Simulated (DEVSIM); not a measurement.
# abrupt Si n-p junction

Structure: abrupt Si n-p junction, at 300 K.

| layer (left to right) | material | thickness (μm) | Nd (cm⁻³) | Na (cm⁻³) | τn (s) | τp (s) |
|---|---|---|---|---|---|---|
| 1 | Si | 0.640 | 9.5e18 | - | 1.3e-5 | 1.3e-5 |
| 2 | Si | 1.80 | - | 4.2e13 | 1.3e-5 | 1.3e-5 |

Left contact: ohmic. Right contact: ohmic. Voltage is applied to the left contact. Recombination: SRH at mid-gap, radiative. Mobility is μmin + (μ − μmin)/(1 + (N/Nref)^α).

The device is made up for the run: typed textbook-type constants, with dimensions and the other settings drawn at random. Values at 300 K.

```csv
parameter,Si
gap (eV),1.124
affinity (eV),4.05
permittivity,11.7
Nc (cm⁻³),2.86e19
Nv (cm⁻³),3.1e19
μn (cm²/Vs),1417
μp (cm²/Vs),470
"μn,min",52
"μp,min",45
"Nref,n",9.7e16
"Nref,p",2.2e17
αn,0.68
αp,0.72
B (cm³/s),4.7e-15
```

DEVSIM, 1D drift-diffusion, Boltzmann statistics, complete ionisation; no tunnelling, impact ionisation, image-force lowering or self-heating.

| Quantity | Value |
|---|---|
| Potential step across the device at zero bias | 0.746 V |
| Largest field in the device at zero bias | 170000 V/cm |
| Dark forward voltage at 1 A/cm² | 0.396 V |
| Dark forward voltage at 100 A/cm² | 0.607 V |

Dark forward current:

```csv
V (V),J (A/cm²)
-0.05,-8.5e-6
-0.10,-5.9e-5
-0.15,-0.00036
-0.20,-0.0020
-0.25,-0.011
-0.30,-0.058
-0.35,-0.27
-0.40,-1.1
-0.45,-3.8
-0.50,-12
-0.55,-32
-0.60,-87
-0.65,-230
-0.70,-590
-0.75,-1500
-0.80,-3700
```

Small-signal capacitance in reverse bias (quasi-static):

```tsv
V (V)	C (nF/cm²)
0.04	6.23
0.1	6.18
0.2	6.12
0.3	6.07
0.4	6.04
0.6	5.99
0.8	5.95
1	5.92
1.3	5.90
1.6	5.88
2	5.86
```
